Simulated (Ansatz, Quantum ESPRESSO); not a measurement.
# LaCu2 (P6/mmm, 3 atoms in the cell) computed with different codes at matched settings

Self-consistent single point.

```
LaCu2
1.0
    4.30029     0.00000     0.00000
   -2.15015     3.72416     0.00000
    0.00000     0.00000     3.85096
La Cu
1 2
Direct
  0.00000   0.00000   0.00000
  0.33333   0.66667   0.50000
  0.66667   0.33333   0.50000
```

Shared settings, as Ansatz (an electronic-structure program) writes them: kpoints.mp_grid.grid = 9 9 9; scf.occupations.method = fermi_dirac; scf.occupations.width = 0.05 eV. Potentials and cutoffs stand in the table.

| code | model | pressure (GPa) | cutoff |
|---|---|---|---|
| Ansatz | PBEsol, default PAW files made with PBE | -2.61 | default |
| Quantum ESPRESSO | PBEsol, GBRV 1.5 ultrasoft (PBESOL) pseudopotentials | -2.97 | 50 Ry |

On Ansatz's run: spin polarisation is off.

The spread over the programs that give each value: pressure within 0.36 GPa.

Ansatz's pressure is given at a fixed set of plane waves, as the other plane-wave codes print theirs; with its correction for the finite basis it is -2.57 GPa.

The starting cell comes from a database of computed structures (which also holds hypothetical and non-ambient phases and stackings), without a prior relaxation at this level.

Left out of this page: Elk and FLEUR (not drawn, or without a comparable value).

Keys are those of Ansatz 0.2.
